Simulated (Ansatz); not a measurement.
# HgS, response to strain

The parent structure is HgS in the zinc blende structure (space group F-43m, No. 216; a = 5.876 Å). Axes: x, y, z lie along the cube axes.

Strains are applied to the cell and any free atomic positions relax; under biaxial strain the out-of-plane vector relaxes too.

All numbers come from plane-wave PAW DFT at the PBEsol level (Ansatz, a program for electronic structure, 420 eV), spin-orbit coupling left out.

Notes on the quantities. energy relative to the base: free energy F.

```json
[
 {"change": "base", "energy relative to the base": "0 meV/atom", "shortest interatomic distance": "254.4 pm"},
 {"change": "biaxial strain −2.50 %, plane normal [001], relaxed out of plane", "energy relative to the base": "+4.3 meV/atom", "shortest interatomic distance": "253.5 pm"},
 {"change": "biaxial strain −1.50 %, plane normal [001], relaxed out of plane", "energy relative to the base": "+1.5 meV/atom", "shortest interatomic distance": "253.9 pm"},
 {"change": "biaxial strain −1.00 %, plane normal [001], relaxed out of plane", "energy relative to the base": "+0.7 meV/atom", "shortest interatomic distance": "254.0 pm"},
 {"change": "biaxial strain −0.50 %, plane normal [001], relaxed out of plane", "energy relative to the base": "+0.2 meV/atom", "shortest interatomic distance": "254.2 pm"},
 {"change": "biaxial strain +1.00 %, plane normal [001], relaxed out of plane", "energy relative to the base": "+0.6 meV/atom", "shortest interatomic distance": "254.8 pm"},
 {"change": "biaxial strain +1.50 %, plane normal [001], relaxed out of plane", "energy relative to the base": "+1.4 meV/atom", "shortest interatomic distance": "255.0 pm"},
 {"change": "biaxial strain +2.00 %, plane normal [001], relaxed out of plane", "energy relative to the base": "+2.6 meV/atom", "shortest interatomic distance": "255.2 pm"},
 {"change": "biaxial strain +2.50 %, plane normal [001], relaxed out of plane", "energy relative to the base": "+4.0 meV/atom", "shortest interatomic distance": "255.5 pm"},
 {"change": "biaxial strain +3.00 %, plane normal [001], relaxed out of plane", "energy relative to the base": "+5.7 meV/atom", "shortest interatomic distance": "255.7 pm"}
]
```

A case with no gap was solved on a k-mesh chosen for an insulator, which is coarse for it. No phonon test of stability was made. All final runs are without spin polarisation.
